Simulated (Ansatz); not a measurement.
Ansatz (a program for electronic structure) run on NbTc (Cmmm, 2 atoms in the cell): relaxation of cell and atoms.

Computed with LDA (PW92), default PAW files made with PBE (plane waves; Ansatz).

The change in words: atoms on their sites; basis.ecutwfc: 500 eV → 250 eV; relax: default → cell and atoms. Reference geometry:
```
NbTc
1.0
    1.60130    -2.30988     0.00000
    1.60130     2.30988     0.00000
    0.00000     0.00000     4.43654
Nb Tc
1 1
Direct
  0.00000   0.00000   0.01127
  0.50000   0.50000   0.50000
```

Reference input (self-consistent single point, DFT, LDA (PW92), plane waves, default PAW files made with PBE): basis.ecutwfc = 500 eV; kpoints.mp_grid.grid = 10 10 7; hamiltonian.xc = lda; hamiltonian.pseudopotentials = {kind: paw} (the program's default PAW files); scf.occupations.method = gaussian; scf.occupations.width = 0.1 eV. This run's input differs from it in these lines:

Ansatz 0.2 input:
```diff
@@ -7,6 +7,6 @@
   atoms:
-    - { symbol: Nb, position_ang: [0.000000, 0.000000, 0.050000] }
+    - { symbol: Nb, position_ang: [0.000000, 0.000000, 0.000000] }
     - { symbol: Tc, position_ang: [1.601302, 0.000000, 2.218271] }
 basis:
-  ecutwfc: 500.0
+  ecutwfc: 250.0
 kpoints:
@@ -18,2 +18,4 @@
   occupations: { method: gaussian, width: 0.1 }
+relax:
+  cell: {}
 output:
```

Log, with long lists cut:

```
   [... SCF lines of the steps left out ...]
relax step   1: F+E_penalty+E_count = -9717.29931470 eV  Δ(F+E_penalty+E_count) = +0.000e0 eV  max|allowed force component| = 1.972e-31 eV/Å  Δτ_max = 0.0000 Å  P = -17.628 GPa  Ω = 32.820 Å³  (7 SCF iters, dr2 threshold 1.00e-7 eV, accepted)
relax step   2: F+E_penalty+E_count = -9720.22161588 eV  Δ(F+E_penalty+E_count) = -2.922e0 eV  max|allowed force component| = 1.302e-29 eV/Å  Δτ_max = 0.0000 Å  P = +73.197 GPa  Ω = 29.262 Å³  energy of the carried Pulay correction = +3.509e0 eV  (6 [...]
   [... lines left out ...]
relax step  37: F+E_penalty+E_count = -9717.40410029 eV  Δ(F+E_penalty+E_count) = +7.544e-4 eV  max|allowed force component| = 0.000e0 eV/Å  Δτ_max = 0.0000 Å  P = +0.007 GPa  Ω = 30.778 Å³  energy of the carried Pulay correction = -7.550e-4 eV  (6 [...]
relax step  38: F+E_penalty+E_count = -9717.40525260 eV  Δ(F+E_penalty+E_count) = -1.152e-3 eV  max|allowed force component| = 6.508e-30 eV/Å  Δτ_max = 0.0000 Å  P = +0.005 GPa  Ω = 30.778 Å³  stress off target by 3.71e-2 GPa  SCF on the basis [...]
basis re-selected at this cell: Δ(F+E_penalty+E_count) = -1.152e-3 eV, ΔP = -0.002 GPa vs the last step
the relaxation is at rest under the 8 symmetry operations that the run kept from its start: a minimum is not shown …
Stability not checked: this state was not tested for a lower state beside it, because too few of the mixer's solves of this state at the end of the SCF gave a …
Free energy (F): -9717.405253 eV
Internal energy: -9717.395490 eV  (E = F + TS)
   [... lines left out ...]
Fermi energy:    21.234560 eV
   [... lines left out ...]
to start a new deck from the relaxed geometry:
  cell:  # Å, volume = 30.7781 Å³
    - [1.5685337910100192, -2.2375472424364258, 0.0]
    - [1.5685337910100192, 2.2375472424364258, 0.0]
    - [0.0, 0.0, 4.3847602765821785]
  atoms:
    - { symbol: Nb, position: [0.0, 0.0, 0.0] }
    - { symbol: Tc, position: [0.5, 0.5, 0.49999999999999994] }
```

The run converged.  The full log also holds: “iter 4 did not close the SCF: its close was put off for the readings that it lacked (scf_convergence_deferred on its scf_iter line)”. The full log also holds: “iter 5 did not close the SCF: its close was put off for the readings that it lacked (scf_convergence_deferred on its scf_iter line)”.

Summary of the result:
Free energy E − TS (on the zero of these files): -9717.4053 eV
Fermi level (on the code's own zero): 21.23 eV
Pressure: 0.00 GPa
Final cell: a = 2.733 Å, b = 2.733 Å, c = 4.385 Å, α = 90.00°, β = 90.00°, γ = 109.94°
Final volume per atom: 15.39 Å³
Relaxation steps: 38

The starting cell comes from a database of computed structures (which also holds hypothetical and non-ambient phases and stackings), without a prior relaxation at this level. Its lattice was rescaled by up to half a per cent. Spin polarisation is off. The relaxation keeps the symmetry of its start, so its end need not be a minimum. Ansatz's pressure includes its estimate of the finite-basis (Pulay) stress. Without the estimate this run gives -163.14 GPa. The cutoff lies below the one recommended for these files.

Cost on one core of a shared machine: roughly 2 min.
